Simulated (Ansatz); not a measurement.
LaTe (Fm-3m), PBEsol, DFPT electron-phonon coupling, linearised Boltzmann equation (Ansatz, a program for electronic structure): phonon-limited resistivity 23.6 μΩ·cm at 300 K, 31.2 μΩ·cm at 400 K, current-weighted mean free path 6.3 nm, Drude plasma energy 4.91 eV.

Problem. Estimate the resistivity of a 80 nm square wire with diffuse walls from ρ ≈ ρ₀(1 + 3ℓ/4d).

Solution. 1 + 0.75 × 6.3/80 = 1.06, so ρ ≈ 25.0 μΩ·cm and a line 1 μm long has 39.1 Ω. The formula is the free-electron limit for d well above ℓ; grain boundaries add to it.

Problem. What is the classical skin depth at 1 GHz (nonmagnetic, μ₀ = 1.257×10⁻⁶ H/m)?

Solution. δ = √(ρ/(π f μ₀)) = 7730 nm.

Problem. What temperature coefficient of resistance follows, and how does it compare with 1/T?

Solution. (ρ₄₀₀ − ρ₃₀₀)/(100 K × ρ₃₀₀) = 3.22×10⁻³ K⁻¹, against 1/T = 3.33×10⁻³ K⁻¹ for a resistivity proportional to T. Impurities would add a constant and lower it.

A metal at this level (no band gap). Only scattering by harmonic phonons is included (no impurities, grain boundaries, electron-electron scattering or thermal expansion). Spin-orbit coupling is left out. The run warned that the eigensolver left some states short of its tolerance. Halving the electron mesh (24x24x24) moves the resistivity by up to 8 % at 300 K, the mean free path by up to 4 %. Smearing 0.20 eV; phonons on a 4x4x4 q mesh, which this run doesn't test.

Formula and space group known from diffraction (Crystallography Open Database), not checked to be the room-temperature form: LaTe (Fm-3m).
